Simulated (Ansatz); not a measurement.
The parent structure is LiF in the rock salt structure (space group Fm-3m, No. 225; a = 3.9902 Å). Axes: x, y, z lie along the cube axes.

The values are results of r2SCAN (Ansatz, a quantum-chemistry and plane-wave program), scalar-relativistic without spin-orbit coupling, not measurements.

For the base:

```
Quantity     Value
--------  --------
Band gap  10.33 eV
```

Now apply this change: uniaxial stress, 2 GPa compression along x, with the cell and atoms free to relax against it.

Question: How does this affect the band gap?

Answer: The band gap rises by 0.056 eV to 10.38 eV.

Question: What does the calculation give for the secant Young's modulus along x after the change?

Answer: The secant Young's modulus along x is 130 GPa.

Load acts through the strain it causes; cell and atoms are relaxed under it. Beyond what the load breaks, stability against distortions was not tested.
